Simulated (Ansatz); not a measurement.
## Report: rocksalt MgS (Fm-3m), hydrostatic pressure

Cell and atoms are relaxed with r2SCAN to each stress (compression positive); bands and masses by r2SCAN with spin-orbit coupling, rigid bands (plane waves, PAW; Ansatz, an electronic-structure program).

```xyz
2
Lattice="0.0000 2.6016 2.6016 2.6016 0.0000 2.6016 2.6016 2.6016 0.0000" Properties=species:S:1:pos:R:3 pbc="T T T"
Mg     0.0000     0.0000     0.0000
S      2.6016     2.6016     2.6016
```

| stress (GPa) | ln(V/V₀) (%) | gap (eV) | mean mₑ* |
|---|---|---|---|
| -2.00 | 2.64 | 3.377 | 0.36 |
| 0 | 0 | 3.433 | 0.37 |
| 2.00 | -2.40 | 3.484 | 0.37 |
| 5.00 | -5.61 | 3.550 | 0.37 |
| 10.00 | -10.21 | 3.641 | 0.37 |

 Masses are conductivity masses at 300 K in electron masses, harmonic means over x, y and z.

Q: Estimate the bulk modulus from the two loads next to zero.

A: B ≈ −Δp/Δln V = 4.00 GPa/5.04 % = 79 GPa (r2SCAN), a mean over this interval.

Q: How fast does the gap move on either side of zero load?

A: Under tension, (3.377 − 3.433) eV over -2.00 GPa = 28 meV/GPa, or about -2.1 eV per unit ln V; under compression, (3.484 − 3.433) eV over 2.00 GPa = 26 meV/GPa, or about -2.1 eV per unit ln V. The two slopes part by 2 meV/GPa; gaps are resolved to about 0.01 eV, which allows 10 meV/GPa, so these rows don't tell them apart.

Masses are those of dilute carriers in rigid bands with one relaxation time, without polarons. Third decimals of gaps are kept for the arithmetic. Every relaxation keeps the rocksalt phase (space group Fm-3m under this load), so a transition, a distortion that breaks the symmetry or fracture can't show.
